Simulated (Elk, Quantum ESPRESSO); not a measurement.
A Quantum ESPRESSO input for a self-consistent single point of YbNi₄Au (F-43m, 6 atoms in the cell) (DFT, PBEsol, plane waves, SSSP 1.1.2 efficiency (PBE) pseudopotentials):

```fortran
&control
   calculation = 'scf',
   prefix = 'run',
   outdir = './work',
   pseudo_dir = './',
   verbosity = 'high',
   tprnfor = .true.,
   tstress = .true.,
/
&system
   ibrav = 0,
   nat = 6,
   ntyp = 3,
   ecutwfc = 60,
   ecutrho = 480,
   occupations = 'smearing',
   smearing = 'gauss',
   degauss = 0.019992,
   input_dft = 'pbesol',
/
&electrons
   conv_thr = 1.0d-10,
   mixing_beta = 0.7,
/
ATOMIC_SPECIES
Yb   173.0540  Yb.GGA-PBE-paw-v1.0.UPF
Ni    58.6934  ni_pbe_v1.4.uspp.F.UPF
Au   196.9666  Au_ONCV_PBE-1.0.oncvpsp.upf
CELL_PARAMETERS angstrom
   2.4368146621     1.4068956011     3.9793016799
  -2.4368146621     1.4068956011     3.9793016799
   0.0000000000    -2.8137912023     3.9793016799
ATOMIC_POSITIONS angstrom
Yb    0.0000000000    0.0000000000    2.9844762600
Ni    0.0000000000    1.4069603183    5.4715169289
Ni   -1.2184633778   -0.7034801592    5.4715169289
Ni    1.2184633778   -0.7034801592    5.4715169289
Ni    0.0000000000    0.0000000000    7.4612592928
Au    0.0000000000    0.0000000000    0.0000000000
K_POINTS automatic
7 7 7  0 0 0
```

**Question.** Give the Elk input for the same structure, mesh, smearing and functional.

**Answer.** One input that does it (others would too):

```
tasks
  0

xctype
  22

tforce
  .true.

rgkmax
  7.5

gmaxvr
  18.0

lmaxapw
  10

lmaxo
  8

nxlo
  2

lorbcnd
  .true.

lradstp
  2

nrmtscf
  2.0

rmtscf
  0.9

lmaxi
  4

stype
  0

swidth
  0.00999582

avec
    4.6049123279    2.6586473721    7.5197903423
   -4.6049123279    2.6586473721    7.5197903423
    0.0000000000   -5.3172947442    7.5197903423

sppath
  './'

atoms
  3   : nspecies
  'Yb.in'   : spfname
  1   : natoms; atposl, bfcmt below
  0.2500000000  0.2500000000  0.2500000000    0.0 0.0 0.0
  'Ni.in'   : spfname
  4   : natoms; atposl, bfcmt below
  0.6250057500  0.6250057500  0.1249827500    0.0 0.0 0.0
  0.1249827500  0.6250057500  0.6250057500    0.0 0.0 0.0
  0.6250057500  0.1249827500  0.6250057500    0.0 0.0 0.0
  0.6250057500  0.6250057500  0.6250057500    0.0 0.0 0.0
  'Au.in'   : spfname
  1   : natoms; atposl, bfcmt below
  0.0000000000  0.0000000000  0.0000000000    0.0 0.0 0.0

ngridk
  7 7 7
```

Basis settings and potentials, where a program has them, do not carry over. This input uses DFT, PBEsol, all-electron FP-LAPW, Elk's shipped species files, APW+lo basis with extra local orbitals.

The starting cell comes from a database of computed structures (which also holds hypothetical and non-ambient phases and stackings), without a prior relaxation at this level.
